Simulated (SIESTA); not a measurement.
Band structure of YFe2 (Fd-3m, 6 atoms in the cell).

```
CELL_PARAMETERS angstrom
      0.00000     3.67459     3.67459
      3.67459     0.00000     3.67459
      3.67459     3.67459     0.00000
ATOMIC_POSITIONS crystal
  Y  0.25000 0.25000 0.25000
  Y  0.00000 0.00000 0.00000
  Fe 0.62500 0.62500 0.62500
  Fe 0.12500 0.62500 0.62500
  Fe 0.62500 0.62500 0.12500
  Fe 0.62500 0.12500 0.62500
```
Moments meant for the start (each program seeds them in its own way; μB, in the order of the atoms Y Y Fe Fe Fe Fe): 1.0 1.0 4.0 4.0 4.0 4.0.

Method of the run: LDA PW92, numerical atomic orbitals DZP, PseudoDojo LDA standard norm-conserving potentials (rewritten from UPF to PSML) (SIESTA 5.4.2).

Settings: XC.functional = LDA; XC.authors = PW92; potentials = PseudoDojo LDA standard; PAO.BasisSize = DZP; PAO.EnergyShift = 0.005 Ry; MeshCutoff = 300 Ry; kgrid.MonkhorstPack = 5 5 5; OccupationFunction = MP; OccupationMPOrder = 0; ElectronicTemperature = 3156.43 K; Spin = polarized; DM.InitSpin = [1 +1.00, 2 +1.00, 3 +4.00, 4 +4.00, 5 +4.00, 6 +4.00]; MaxSCFIterations = 150; SCF.Mixer.Method = Pulay.

The starting cell comes from a database of computed structures (which also holds hypothetical and non-ambient phases and stackings), without a prior relaxation at this level. The magnetic order is the one reached from the typed start; others were not searched systematically. Values carry the incompleteness of an atom-centred basis.

Levels in eV from the Fermi level, bands 43 to 48 of the first spin channel:
| point | 43 | 44 | 45 | 46 | 47 | 48 |
|---|---|---|---|---|---|---|
| Γ | -0.43 | -0.43 | 0.13 | 0.13 | 0.13 | 0.33 |
| X | -0.92 | -0.92 | -0.91 | -0.91 | 0.28 | 0.28 |
| W | -1.16 | -1.16 | -0.64 | -0.64 | 0.10 | 0.10 |
| K | -1.10 | -1.07 | -0.84 | -0.61 | -0.12 | 0.68 |
| L | -1.03 | -0.84 | -0.84 | 0.13 | 1.11 | 1.21 |
| U | -1.10 | -1.07 | -0.84 | -0.61 | -0.12 | 0.68 |

Bands cross the Fermi level along this path, so the cell is metallic at this level.

Higher empty bands are left out: an atom-centred basis made for the valence describes them poorly.

The net moment of the cell came out as 6.91 μB.
